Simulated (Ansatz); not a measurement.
Results of rVV10 in Ansatz (PAW) for spinel GeFe2O4.

Numerical settings: plane-wave cutoff 520 eV, 12×12×12 k mesh, Fermi–Dirac smearing 0.05 eV, spin-polarised with parallel moments, scalar-relativistic PAW data made under PBE.

Response to compression and expansion:

```tsv
V (Å³/atom)	P (GPa)	moment (μB per cell of 14 atoms)
10.484	7.75	16.00
10.702	3.66	16.01
10.921	0.00	16.01
11.139	-3.27	16.02
11.357	-6.20	16.03
```

Note: the magnetic order was assumed, not searched for or taken from measurement; functionals without U or exact exchange can leave correlated insulators metallic, so the missing gap need not be real.

Ansatz is a program for electronic structure.
